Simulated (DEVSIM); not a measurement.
Device: TaN/SiO2/p-Si capacitor, at 400 K.

Layer 1 from the left is SiO2, thickness (nm) 1.80. Layer 2 from the left is Si, thickness (nm) 600, Na (cm⁻³) 9.1e17.

Metal gate on the left, work function 4.4 eV. Fixed charge at the semiconductor interface 0 cm⁻² (in units of +e); interface traps 1.2e10 cm⁻² eV⁻¹, uniform in energy, neutral level at 0.5 of the gap above the valence band.

The device is made up for the run: typed textbook-type constants, with dimensions and the other settings drawn at random. Values at 300 K; Nc and Nv go as T^1.5, mobilities as T to minus their exponent, the gap by Varshni's rule with the affinity fixed.

SiO2: gap (eV) 9, affinity (eV) 0.9, permittivity 3.9. Si: gap (eV) 1.124, affinity (eV) 4.05, permittivity 11.7, Nc (cm⁻³) 2.86e19, Nv (cm⁻³) 3.1e19, Varshni α (eV/K) 0.000473, Varshni β (K) 636.

DEVSIM, 1D Poisson equation in equilibrium, Boltzmann statistics, complete ionisation; no quantum confinement or tunnelling. Metal contacts follow the ideal Schottky-Mott rule: no Fermi-level pinning, no interface dipoles.

### Question
What does the simulation give for the threshold voltage (band bending 2φF), the minimum of the low-frequency capacitance?

### Answer
threshold voltage (band bending 2φF) 0.48 V; minimum of the low-frequency capacitance 0.295 μF/cm².
